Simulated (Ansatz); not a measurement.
The starting structures come from a database of crystals and need not be the phases stable at ambient conditions.

 Where the default PAW files enter, the runs use the earlier of Ansatz's two default sets.

Crystal: TlF (P4/nmm, not sure to be the ambient phase, 4 atoms a cell, 22.1 Å³ an atom); planes in its conventional cell.

Computed with r2SCAN (plane waves, PAW; Ansatz, a quantum-chemistry and plane-wave program).

The gap is the functional's own. No spin-orbit coupling. Mid-gap values are interpolated on the energy grid.

```tsv
plane	area of the cell (Å²)	mid-gap κ (1/Å)	largest κ in the gap (1/Å)
(001)	14.4	0.36	0.37
(100)	23.4	(withheld)	(withheld)
(111)	36.0	(withheld)	(withheld)
(110)	33.1	(withheld)	(withheld)
```

Q: The slowest decay depends on the direction. Supply the withheld values.

A: 
- (100), mid-gap κ (1/Å): 0.24
- (100), largest κ in the gap (1/Å): 0.24
- (111), mid-gap κ (1/Å): 0.30
- (111), largest κ in the gap (1/Å): 0.30
- (110), mid-gap κ (1/Å): 0.29
- (110), largest κ in the gap (1/Å): 0.29
